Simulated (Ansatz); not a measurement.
A self-consistent single point of Si3N4 (P6_3/m, 14 atoms in the cell) with Ansatz (an electronic-structure program).

Computed with PBEsol-D4, PAW files made with PBE (plane waves; Ansatz).

```
Si3N4
1.0
    7.60454     0.00000     0.00000
   -3.80227     6.58573     0.00000
    0.00000     0.00000     2.90520
Si N
6 8
Direct
  0.23108   0.82495   0.75000
  0.76892   0.17505   0.25000
  0.40613   0.23108   0.25000
  0.59387   0.76892   0.75000
  0.17505   0.40613   0.75000
  0.82495   0.59387   0.25000
  0.33333   0.66667   0.75000
  0.66667   0.33333   0.25000
  0.96919   0.66985   0.75000
  0.03081   0.33015   0.25000
  0.29934   0.96919   0.25000
  0.70066   0.03081   0.75000
  0.33015   0.29934   0.75000
  0.66985   0.70066   0.25000
```

Reference input (self-consistent single point, DFT, PBEsol, plane waves, PAW files made with PBE): basis.ecutwfc = 30.9 Ry; kpoints.mp_grid.grid = 3 3 6; hamiltonian.xc = pbesol; hamiltonian.pseudopotentials = {kind: paw} (the program's default PAW files); scf.occupations.method = fixed. This run's input differs from it in these lines:

```diff
@@ -27,2 +27,3 @@
   xc: pbesol
+  dispersion: d4
   pseudopotentials:
```

The program printed (abridged):

```
SCF iter   1: F=—  HF=-6786.851267 eV  |F-HF|=—  |Δ(HF+E_count)|=         —  Δρ=1.49e-1  dr2=3.38e1  ethr=3.10e-3  ⟨swp⟩=5.0  Hψ=2188  notcnv=0  defer=129
all-band conjugate gradients solve this SCF's bands
preconditioner: auto → Resta (q_TF=auto, 2.379 Å⁻¹)
SCF iter   2: F=—  HF=-6776.550540 eV  |F-HF|=—  |Δ(HF+E_count)|=    1.03e1  Δρ=4.86e-2  dr2=1.96e0  ethr=3.10e-3  ⟨swp⟩=4.0  Hψ=1517  notcnv=0  defer=117
   [... lines left out ...]
SCF iter   6: F=—  HF=-6776.112077 eV  |F-HF|=—  |Δ(HF+E_count)|=   2.50e-5  Δρ=4.19e-4  dr2=2.95e-4  ethr=4.91e-6  ⟨swp⟩=2.1  Hψ=860  notcnv=0  defer=138
SCF iter   7: F=—  HF=-6776.112225 eV  |F-HF|=—  |Δ(HF+E_count)|=   1.48e-4  Δρ=8.92e-5  dr2=2.06e-5  ethr=4.61e-7  ⟨swp⟩=2.0  Hψ=805  notcnv=0  defer=130
SCF iter   8: F=—  HF=-6776.112191 eV  |F-HF|=—  |Δ(HF+E_count)|=   3.42e-5  Δρ=2.32e-5  dr2=9.43e-7  ethr=3.22e-8  ⟨swp⟩=2.0  Hψ=898  notcnv=0  defer=115
SCF iter   9: F=-6776.112193 eV  HF=-6776.112193 eV  |F-HF|=2.01e-8  |Δ(HF+E_count)|=   1.85e-6  Δρ=3.12e-6  dr2=1.70e-8  ethr=1.56e-10  ⟨swp⟩=18.3  Hψ=3916  notcnv=0
SCF 1 converged in 9 iterations: F = -6776.112193 eV  dr2 = 1.70e-8
Free energy (F): -6776.112193 eV
Internal energy: -6776.112193 eV  (E = F + TS)
E sigma→0 (E₀):  -6776.112193 eV
Fermi energy:    8.210001 eV
--- Forces (eV/Å), atoms counted from 1 ---
  atom   1  Si     0.03534652     0.03684308     0.00000000
  atom   2  Si    -0.03534652    -0.03684308     0.00000000
  atom   3  Si    -0.01423378     0.04903253     0.00000000
  atom   4  Si     0.01423378    -0.04903253     0.00000000
  atom   5  Si    -0.04958030     0.01218945     0.00000000
  atom   6  Si     0.04958030    -0.01218945     0.00000000
  atom   7  N     -0.00000000     0.00000000     0.00000000
  atom   8  N      0.00000000    -0.00000000     0.00000000
  atom   9  N      0.02194421    -0.00513381     0.00000000
   [... lines left out ...]
  atom  14  N      0.00652609    -0.02157114     0.00000000
--- Stress (GPa, compression-positive) ---
       -0.380034       0.000001       0.000000
       -0.000001      -0.380034       0.000000
        0.000000       0.000000      -0.467359
  P = ⅓ Tr σ = -0.4091 GPa (-4.091 kbar)
  The stress holds the Pulay correction. Without it, at fixed plane waves, as pw.x and ABINIT print it: P = -0.6781 GPa
```

The run converged in 9 iterations. Against the reference run the pressure goes from 1.94 to -0.41 GPa, the largest force moves little (0.053 to 0.051 eV/Å) and the gap on the mesh stays at 4.198 eV.

The starting cell comes from a database of computed structures (which also holds hypothetical and non-ambient phases and stackings), without a prior relaxation at this level. Ansatz's pressure includes its estimate of the finite-basis (Pulay) stress.

Keys are those of Ansatz 0.2.
